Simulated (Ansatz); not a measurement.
Consider YN in the rock salt structure (space group Fm-3m, No. 225).

```yaml
crystal:
  lattice:
    - [0.00000, 2.44784, 2.44784]
    - [2.44784, 0.00000, 2.44784]
    - [2.44784, 2.44784, 0.00000]
  atoms:
    - { symbol: Y, position: [0.00000, 0.00000, 0.00000] }
    - { symbol: N, position: [0.50000, 0.50000, 0.50000] }
```

Cartesian axes are those of the cell as printed.

Level of theory: DFT with r2SCAN, PAW potentials and a 500 eV plane-wave cutoff in Ansatz (a quantum-chemistry and plane-wave program), no spin-orbit coupling.

Perturbation: tensile biaxial strain of 1.00 % in the plane normal to [001], as in epitaxy on a mismatched substrate; the out-of-plane cell vector and the atoms relax.

What happens to the out-of-plane strain and in-plane stress?

The out-of-plane strain comes out as -0.51 %; the mean in-plane stress (compression positive) amounts to -3.5 GPa.

Stability against distortions was not tested.
